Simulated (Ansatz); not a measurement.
Consider VBiO4 (space group I4_1/a, No. 88; a = 5.107 Å, c = 11.576 Å). Axes: x, y, z lie along a, b, c of the conventional cell.

Computed with Ansatz (an electronic-structure program), PBEsol, PAW, cutoff 420 eV, no spin-orbit coupling.

Base values:

The band gap is 2.13 eV.

Now apply this change: tensile biaxial strain of 3.53 % in the plane normal to [001], as in epitaxy on a mismatched substrate; the out-of-plane cell vector and the atoms relax.

Task: Predict the new out-of-plane strain.

Result: The out-of-plane strain amounts to -3.63 %.

Task: Estimate the effect on the band gap.

Result: The band gap grows by 0.03 eV to 2.16 eV.

Task: Estimate the effect on the energy relative to the base.

Result: The energy grows by 19 meV/atom.

Task: Estimate the effect on the in-plane stress.

Result: The mean in-plane stress (compression positive) amounts to -6.6 GPa.

With Bi present, leaving out spin-orbit coupling can change the band edges. Whether these cells are dynamically stable was not tested. Seeded moments were not kept for the base. The final runs are not spin-polarised.
